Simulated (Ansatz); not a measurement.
Results of r²SCAN in Ansatz (PAW) for Na₂MoO₄ (within 0.1 Å of Fddd, No. 70, 14 atoms in the cell; start mp-22730; a measured phase of this formula has another space group).

Numerical settings: plane-wave cutoff 500 eV, 8×8×8 k mesh, Fermi–Dirac smearing 0.05 eV, no spin polarisation, scalar-relativistic PAW data made under PBE.

Cell (relaxed at this level):

```
CELL_PARAMETERS angstrom
      3.19297    -6.33004    -0.00107
      3.19297     6.33004    -0.00107
     -3.19027     0.00000     5.16904
ATOMIC_POSITIONS crystal
  Na 0.80581 0.55588 0.11196
  Na 0.19419 0.44412 0.88804
  Na 0.44412 0.19419 0.38804
  Na 0.55588 0.80581 0.61196
  Mo 0.12503 0.87497 0.75000
  Mo 0.87497 0.12503 0.25000
  O  0.69089 0.78621 0.04153
  O  0.30911 0.21379 0.95847
  O  0.21379 0.30911 0.45847
  O  0.78621 0.69089 0.54153
  O  0.74439 0.14919 0.45829
  O  0.25561 0.85081 0.54171
  O  0.85081 0.25561 0.04171
  O  0.14919 0.74439 0.95829
```

Q: Predict the band gap.

A: 
band gap: 4.57 eV (on the SCF k mesh)

Spin–orbit coupling is not included.

Static lattice: no zero-point or thermal effects.

It cost roughly 13 core-minutes of CPU time.

A start named mp-… is a Materials Project structure, which need not be a measured phase.

Ansatz is an electronic-structure program.
